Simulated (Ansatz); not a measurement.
The starting structures come from a database of crystals and need not be the phases stable at ambient conditions.

The decay constant κ of evanescent states in the gap governs leakage through a thin film.

Input:

```xyz
12
Lattice="6.2107 0.0000 0.0000 -3.0919 7.1841 0.0000 0.0000 0.0000 5.0745" Properties=species:S:1:pos:R:3 pbc="T T T"
Ag     1.1935     0.7050     0.2424
Ag     1.9253     6.4790     4.8322
Ag     0.3659     2.8870     2.7796
Ag     2.7530     4.2971     2.2949
P     -0.7985     6.5788     2.0603
P      3.9174     0.6053     3.0143
P     -0.7340     4.1973     4.5975
P      3.8528     2.9868     0.4770
P      2.6555     2.1579     3.9091
P      0.4634     5.0262     1.1654
P      5.1147     1.4342     1.3718
P     -1.9958     5.7499     3.7027
```

Space group of this cell: P2_1/c. The cell is taken as given; by PBEsol its mean pressure is -2.0 GPa.

Transport runs along the normal of the first two printed cell vectors.

The gap is the functional's own, uncorrected, and κ follows it; spin-orbit coupling is left out. Mid-gap values are interpolated between the computed energies.

### Question
Give the band gap and the smallest decay constant κ at mid-gap that PBEsol (Ansatz, a quantum-chemistry and plane-wave program) yields.

### Answer
Gap 0.60 eV on a 6×4×6 mesh; κ = 0.095 1/Å, at (0.500, 0.500) of the in-plane reciprocal vectors. At the zone centre, at the nearest computed energy, the slowest state has κ = 0.16 1/Å.
